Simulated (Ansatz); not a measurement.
## Ge (model structure, started from the C6 type, Im-3m, No. 229, 6 atoms in the cell)

All values below come from HSE06 (plane waves, PAW; Ansatz, a first-principles code).

Numerical settings: plane-wave cutoff 460 eV, 6×6×6 k mesh, Fermi–Dirac smearing 0.05 eV, scalar-relativistic PAW data made under PBE.

Cell (relaxed with PBEsol):

Ge is taken in the cubic space group Im-3m (No. 229), Pearson symbol cI12. Lattice parameters: a = b = c = 7.0047 Å, α = β = γ = 90.00°. Ge on 12d is coordinated by 4 Ge at 2.477 Å. (Neighbours: up to the widest gap in distance over summed covalent radii, below 1.35, at either atom.)
(The calculation used a cell of 6 atoms; values per cell refer to that cell.)

For Ge (model structure, started from the C6 type, Im-3m, No. 229, 6 atoms in the cell), the band gap is 0.51 eV (on the SCF k mesh) (indirect) and the smallest direct gap on the k points sampled is 0.60 eV. The direct gap at Γ is 4.68 eV.

Note: PBE has no gap here, and a hybrid on a coarse mesh can open a false one; the relaxation could raise the start's symmetry but not lower it, so the cell can be a saddle point; cell and atoms aren't relaxed at this level (pressure 0.2 GPa).

Spin–orbit coupling is not included.

Computed values are for the static lattice.

The result took roughly 9 core-minutes.

A model structure was made by putting elements into a prototype or built by hand; it is no filed structure, need not be a known phase, and can be a saddle point held by its symmetry.
